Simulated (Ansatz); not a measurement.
Start from TiB2 (space group P6/mmm, No. 191; a = 3.032 Å, c = 3.224 Å). Axes: x lies along a and z along c of the hexagonal cell.

Computed with Ansatz (an electronic-structure program), PBE, PAW, cutoff 420 eV, without spin-orbit coupling.

Base values:

- Pressure = 0.0 GPa
- Volume per atom = 8.56 Å³

The change: compressive biaxial strain of 2.08 % in the plane normal to [001], as in epitaxy on a mismatched substrate; the out-of-plane cell vector and the atoms relax.

What does the calculation give for the pressure after the change?

The pressure (mean of the normal stresses, compression positive) goes from zero to 10.1 GPa.

How does this affect the volume per atom?

The volume per atom falls by 0.275 Å³, from 8.56 Å³ to 8.28 Å³.

Without a gap, meshes like the base's 18×18×14 leave anisotropic stresses uncertain by several tenths of a GPa, and small strain energies with them. Whether these cells are dynamically stable was not tested. All final runs are without spin polarisation.
